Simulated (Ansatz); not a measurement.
Results of PBEsol (Ansatz, a quantum-chemistry and plane-wave program, PAW) for cubic perovskite CsPbBr3 (cubic high-temperature phase).

Run with plane-wave cutoff 500 eV, 8×8×8 k mesh, gaussian smearing 0.02 eV, scalar-relativistic PAW data made under PBE.

Computed at the level's own relaxed cell.

Task: Give the computed equilibrium volume per atom, equilibrium lattice constant a and band gap.

Result: 
equilibrium volume per atom: 40.48 Å³/atom
equilibrium lattice constant a: 5.871 Å
band gap: 1.43 eV (on the SCF k mesh)

Note: the relaxation could not lower the start's symmetry, so the cell can be a saddle point above a distorted one.

Spin–orbit coupling is not included; with these elements it can move the gap by several tenths of an eV or more.

The computed numbers hold no vibrational or temperature effects.

It cost about 70 core-seconds (a rough figure) of CPU time.
